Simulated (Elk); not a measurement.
A self-consistent single point of YCo3B2 (P6/mmm, 6 atoms in the cell) with Elk.

Computed with LDA (PW92), all-electron FP-LAPW, Elk's shipped species files, default APW+lo basis (Elk).

The change in words: lattice scaled by 0.98. Reference geometry:
```yaml
crystal:
  lattice:
    - [5.03287, 0.00000, 0.00000]
    - [-2.51643, 4.35859, 0.00000]
    - [0.00000, 0.00000, 2.92939]
  atoms:
    - { symbol: Y, position: [0.00000, 0.00000, 0.00000] }
    - { symbol: Co, position: [0.50000, 0.00000, 0.50000], spin: 3.0 }
    - { symbol: Co, position: [0.50000, 0.50000, 0.50000], spin: 3.0 }
    - { symbol: Co, position: [0.00000, 0.50000, 0.50000], spin: 3.0 }
    - { symbol: B, position: [0.33333, 0.66667, 0.00000] }
    - { symbol: B, position: [0.66667, 0.33333, 0.00000] }
```
(The spins are starting values, not results.)

Reference input (self-consistent single point, DFT, LDA (PW92), all-electron FP-LAPW, Elk's shipped species files, default APW+lo basis): spinpol = true; stype = 0; swidth = 0.00999582 Ha; ngridk = 6 6 9; reducebf = 0.5; rmtscf = 0.87; nempty = 10 per atom; maxscl = 100. This run's input differs from it in these lines:

```diff
@@ -25,5 +25,5 @@
 avec
-    9.5107456220    0.0000000694    0.0000000000
-   -4.7553728710    8.2365472829    0.0000000000
-    0.0000000000    0.0000000000    5.5357448122
+    9.3205309347   -0.0000002813    0.0000000000
+   -4.6602652237    8.0718167069    0.0000000000
+    0.0000000000    0.0000000000    5.4250295380
```

Output (repeated stretches shortened):

```
│ Self-consistent loop started │
│ Loop number : 1 │
 total energy                :     -7601.41425498
 total moment                :    3.574584282
│ Loop number : 2 │
 total energy                :     -7602.07381689
 total moment                :    3.539884633
RMS change in Kohn-Sham potential (target) :   0.2104925177     (  0.1000000000E-05)
Absolute change in total energy (target)   :   0.6595619088     (  0.1000000000E-03)
│ Loop number : 3 │
 total energy                :     -7601.60068164
 total moment                :    3.483135920
RMS change in Kohn-Sham potential (target) :   0.2082037981     (  0.1000000000E-05)
   [... lines left out ...]
│ Loop number : 21 │
 total energy                :     -7604.75705800
 total moment                :   0.1027021702E-03
RMS change in Kohn-Sham potential (target) :   0.1181319754E-05 (  0.1000000000E-05)
Absolute change in total energy (target)   :   0.1067278235E-03 (  0.1000000000E-03)
│ Loop number : 22 │
 total energy                :     -7604.75695947
 total moment                :   0.1675243827E-03
RMS change in Kohn-Sham potential (target) :   0.4544872055E-06 (  0.1000000000E-05)
Absolute change in total energy (target)   :   0.7185176128E-04 (  0.1000000000E-03)
Convergence targets achieved

│ Loop number : 23 │

Energies :
 Fermi                       :     0.416659300211
 xc effective B-field        :    -0.357134819325E-09
 external B-field            :      0.00000000000
 total energy                :     -7604.75696874
 (external B-field energy excluded from total)

Density of states at Fermi energy :    84.80321722
 (states/Hartree/unit cell)

Estimated indirect band gap :   0.1194448807E-02
 from k-point     30 to k-point     33
Estimated direct band gap   :   0.2154899761E-02
 at k-point     33

Charges :
 core                        :    68.00000000
 valence                     :    62.00000000
 interstitial                :    9.439564782
 muffin-tins (core leakage)
  species :    1 (Y)
   atom    1                 :    36.32780546     (  0.8577650829E-04)
  species :    2 (Co)
   [... lines left out ...]
  species :    2 (Co)
   atom    1                 :   0.6735899268E-04
   atom    2                 :   0.6735899268E-04
   atom    3                 :   0.6735899268E-04
  species :    3 (B)
   atom    1                 :  -0.5643765015E-05
   atom    2                 :  -0.5643765015E-05
 total in muffin-tins        :   0.1789390599E-03
 total moment                :   0.1450147701E-03

│ Self-consistent loop stopped │
```

The run converged in 23 iterations. The count includes the last loop, which Elk runs after its targets are met. Against the reference run the total energy falls by 13.5 meV/atom.

The starting cell comes from a database of computed structures (which also holds hypothetical and non-ambient phases and stackings), without a prior relaxation at this level. For this run, on top of that: lattice scaled by 0.98. The starting moments vanished: the run ended non-magnetic, which need not be the lowest state. Values depend on the basis (sphere radii, cutoffs, local orbitals), which need not be converged. The log's line on a gap gives a spacing of levels on this mesh, which the program prints for metals too.

Cost on one core of a shared machine: roughly 4 min.
